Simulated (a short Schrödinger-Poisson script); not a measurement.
Stack: MOS inversion layer, SiO2 on p-type Si(100), at 300 K.

From the gate side: 2.2 nm SiO2; 960 nm Si, acceptors 2e17 cm⁻³.

Constants are typed, rounded textbook-type inputs, not results; the design itself was drawn at random and stands for no fabricated device. SiO2: permittivity 3.9, conduction-band edge (eV) 3.15, gap (eV) 9, electron mass (mₑ) 0.5. Si: permittivity 11.7, conduction-band edge (eV) 0, gap (eV) 1.124, Nv at 300 K (cm⁻³) 3.1e19.

Channel valleys (confinement mass, in-plane density-of-states mass, number): Δ2 0.916, 0.19, 2; Δ4 0.19, 0.417, 4. At the gate the conduction-band edge of layer 1 lies 3.18 eV − eVg above the Fermi level of the channel; the field vanishes at the back. Gaps are held at their typed values at every temperature. Mesh 0.03 nm at interfaces.

Solved with a short Schrödinger-Poisson script written for these runs: 1D Poisson equation in equilibrium, electrons quantum, Hartree (BenDaniel-Duke, 12 states a valley, the channel's in-plane mass for all, wave functions free to enter the dielectric), parabolic valleys, classical holes, full ionisation, no traps, pinning or gate leakage.

| Vg (V) | electrons (cm⁻²) | C (μF/cm²) | Δ2 E0 (meV from the Fermi level) | Δ4 E0 (meV from the Fermi level) |
|---|---|---|---|---|
| 0.1 | 2.73e10 | 0.247 | 150.9 | 188.4 |
| 0.2 | 2.82e11 | 0.751 | 89.0 | 128.6 |
| 0.3 | 8.31e11 | 1.03 | 58.8 | 101.5 |
| 0.4 | 1.50e12 | 1.14 | 41.0 | 86.9 |
| 0.5 | 2.23e12 | 1.20 | 28.4 | 77.4 |
| 0.6 | 2.99e12 | 1.24 | 18.5 | 70.4 |
| 0.7 | 3.77e12 | 1.26 | 10.2 | 64.9 |
| 0.8 | 4.56e12 | 1.28 | 3.0 | 60.3 |
| 0.9 | 5.36e12 | 1.30 | -3.5 | 56.3 |
| 1 | 6.18e12 | 1.31 | -9.4 | 52.8 |
| 1.1 | 7.00e12 | 1.32 | -14.8 | 49.7 |
| 1.2 | 7.83e12 | 1.33 | -19.9 | 46.8 |
| 1.3 | 8.66e12 | 1.34 | -24.8 | 44.2 |
| 1.4 | 9.50e12 | 1.35 | -29.4 | 41.7 |
| 1.5 | 1.03e13 | 1.35 | -33.8 | 39.3 |
| 1.6 | 1.12e13 | 1.36 | -38.0 | 37.1 |

Gate voltages with under 1e9 electrons/cm² are left out.

Question: At Vg = 1.6 V the lowest Δ2 subband lies at -38.0 meV from the Fermi level. How many electrons does it hold, and what share of all?

Answer: The two-dimensional density of states is g m/(πħ²) = 1.59e11 cm⁻² meV⁻¹ (both spins), kT = 25.9 meV, so n = D kT ln(1 + exp(−E/kT)) = 6.88e12 cm⁻², 0.61 of the 1.12e13 cm⁻² in all.

Question: Compare the slope of the sheet density between 1.4 and 1.6 V with the geometric capacitance of the layers between gate and channel.

Answer: q Δn/ΔV = 1.36 μF/cm²; ε0/Σ(t/ε) = 1.57 μF/cm². The ratio is 0.87: the channel acts as a further capacitance in series.
